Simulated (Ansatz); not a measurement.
# A O vacancy (middle of the slab) in a 2x2 cell of the 1x1 (0001) surface of corundum (cut with top plane Al)

Host crystal: corundum, with a band gap (PBE, scalar-relativistic without spin-orbit coupling).

Calculation: PBE (plane waves to 420 eV, PAW; Ansatz, a program for electronic structure).

Set-up: 79 atoms, 6.7 Å thick at the start (thin: gaps and levels are the slab's own); mesh 3x3x1; 0.01 eV smearing; dipole correction on; 16 atoms held, the rest relaxed; no symmetry held; spin-polarised from one start with parallel moments (other orders not tried), no spin-orbit, no U. The starting moment vanished.

| Item | Result |
|---|---|
| formation energy against ½ O2(g) | 6.57 eV |
| gap of the slab on its k-mesh | 2.32 eV |
| highest filled level below the top vacuum level | 4.02 eV |
| change of the step from the bottom to the top vacuum level, against the clean slab | -0.004 eV |
| energy released by relaxation | 0.041 eV |
| magnetic moment of the cell | 0.00 μB |
| largest move of a host atom | 0.11 Å |
